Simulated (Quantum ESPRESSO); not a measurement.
Worked example: self-consistent single point of NbH (I4mm, 2 atoms in the cell) in Quantum ESPRESSO.

Level of theory: PBEsol, PSlibrary PAW (PBE) pseudopotentials (plane waves; Quantum ESPRESSO).

```
CELL_PARAMETERS angstrom
      1.59893    -1.59893     1.97438
      1.59893     1.59893     1.97438
     -1.59893    -1.59893     1.97438
ATOMIC_POSITIONS crystal
  Nb 0.00000 0.01266 0.01266
  H  0.00000 0.50000 0.50000
```

Reference input (self-consistent single point, DFT, PBEsol, plane waves, PSlibrary PAW (PBE) pseudopotentials): ecutwfc = 55 Ry; ecutrho = 330 Ry; occupations = smearing; smearing = fermi-dirac; degauss = 0.0073499 Ry; input_dft = pbesol; potentials = {Nb: Nb.pbe-spn-kjpaw_psl.1.0.0.UPF, H: H.pbe-kjpaw_psl.1.0.0.UPF}; K_POINTS = automatic 10 10 10 0 0 0; conv_thr = 1e-10 Ry; mixing_beta = 0.4. This run's input differs from it in these lines:

```diff
@@ -18,3 +18,3 @@
    smearing = 'fermi-dirac'
-   degauss = 0.0073499
+   degauss = 0.0036749
    input_dft = 'pbesol'
@@ -32,3 +32,3 @@
 K_POINTS automatic
-10 10 10  0 0 0
+16 16 16  0 0 0
```

Output (repeated stretches shortened):

```
     Self-consistent Calculation

     iteration #  1     ecut=    55.00 Ry     beta= 0.40

     Threshold (ethr) on eigenvalues was too large:
     Diagonalizing with lowered threshold

     total energy              =    -331.26960765 Ry
     estimated scf accuracy    <       0.05544478 Ry

     iteration #  2     ecut=    55.00 Ry     beta= 0.40

     total energy              =    -331.27389649 Ry
     estimated scf accuracy    <       0.00475243 Ry

     iteration #  3     ecut=    55.00 Ry     beta= 0.40

     total energy              =    -331.27446066 Ry
     estimated scf accuracy    <       0.00049573 Ry

   [... 5 blocks of this kind left out ...]

     iteration #  9     ecut=    55.00 Ry     beta= 0.40

     total energy              =    -331.27449939 Ry
     estimated scf accuracy    <          3.4E-10 Ry

     iteration # 10     ecut=    55.00 Ry     beta= 0.40
     End of self-consistent calculation

     Number of k-points >= 100: set verbosity='high' to print the bands.

     the Fermi energy is    17.2678 ev

!    total energy              =    -331.27449939 Ry
     estimated scf accuracy    <          1.7E-12 Ry
     smearing contrib. (-TS)   =      -0.00066499 Ry
     internal energy E=F+TS    =    -331.27383440 Ry

     convergence has been achieved in  10 iterations

     Forces acting on atoms (cartesian axes, Ry/au):

     atom    1 type  1   force =     0.00000000    0.00000000   -0.01796303
     atom    2 type  2   force =     0.00000000   -0.00000000    0.01796303

     Total force =     0.025404     Total SCF correction =     0.000001

          total   stress  (Ry/bohr**3)                   (kbar)     P=      -54.66
  -0.00039632  -0.00000000   0.00000000          -58.30       -0.00        0.00
  -0.00000000  -0.00039632   0.00000000           -0.00      -58.30        0.00
   0.00000000  -0.00000000  -0.00032205            0.00       -0.00      -47.38

   JOB DONE.
```

The run converged in 10 iterations. Against the reference run the free energy goes up by 7.5 meV/atom, the pressure goes from -5.63 to -5.47 GPa and the largest force moves little (0.463 to 0.462 eV/Å).

The starting cell comes from a database of computed structures (which also holds hypothetical and non-ambient phases and stackings), without a prior relaxation at this level. Its lattice was rescaled by up to half a per cent. One atom was moved a little off its site on purpose. Spin polarisation is off. With a pressure of about -5 GPa the cell is away from its equilibrium volume at this level.

Cost on one core of a shared machine: roughly 60 s.
